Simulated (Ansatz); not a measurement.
System: interstitial Cl in hcp Ru (neutral cell). These are PBE, PAW (plane waves to 420 eV; Ansatz, a quantum-chemistry and plane-wave program) values and carry that method's errors.

Settings: 36 host sites, the relaxed PBE lattice, a 2×2×2 k-point mesh shifted by half a step along c, smearing 0.10 eV, spin-restricted, no image-charge correction. Static, classical nuclei. Sites that were not tried may lie lower. The start lies 0.30 eV above the lowest site run (PBE).

Barriers: single points on a 4×4×4 k-point mesh shifted by half a step along c at the bands' geometries (they differ from the bands' own by up to 0.20 eV, and are uncertain by about as much).

The step: a concerted move, in which Cl travels most. Atoms about the jump, Cartesian Å from the middle of the jump, before and after:

```tsv
atom	x0	y0	z0	x1	y1	z1
Cl1	-0.68	0.39	0.21	0.68	-0.39	-0.21
Ru2	-0.68	0.39	-1.83	-0.87	0.50	-1.39
Ru3	-0.68	-1.49	1.06	-0.87	-1.29	0.97
Ru4	0.95	1.33	1.06	0.68	1.40	0.97
Ru5	0.68	-1.98	-1.31	0.68	-2.18	-1.39
Ru6	2.06	0.40	-1.31	2.23	0.50	-1.39
Ru7	-2.30	1.33	1.06	-2.08	1.20	0.90
Ru8	2.04	-1.18	0.85	2.23	-1.29	0.97
Ru9	-2.04	-1.98	-1.31	-2.08	-1.98	-1.31
Ru10	0.70	2.75	-1.31	0.68	2.79	-1.31
Ru11	-0.68	0.39	3.04	-0.69	0.40	3.04
```

Question: Predict the transition state.

Answer: 
| atom | x | y | z |
|---|---|---|---|
| Cl1 | -0.01 | 0.01 | -0.01 |
| Ru2 | -0.83 | 0.48 | -1.81 |
| Ru3 | -0.74 | -1.51 | 1.14 |
| Ru4 | 0.94 | 1.40 | 1.14 |
| Ru5 | 0.67 | -2.01 | -1.30 |
| Ru6 | 2.08 | 0.43 | -1.30 |
| Ru7 | -2.03 | 1.18 | 0.89 |
| Ru8 | 2.07 | -1.19 | 0.90 |
| Ru9 | -2.06 | -1.95 | -1.30 |
| Ru10 | 0.66 | 2.77 | -1.30 |
| Ru11 | -0.67 | 0.39 | 3.04 |
It lies 0.70 eV above the start and 0.99 eV above the end. The saddle point's order was not checked, and it lies on a symmetry element of the cell, where a band can be held.
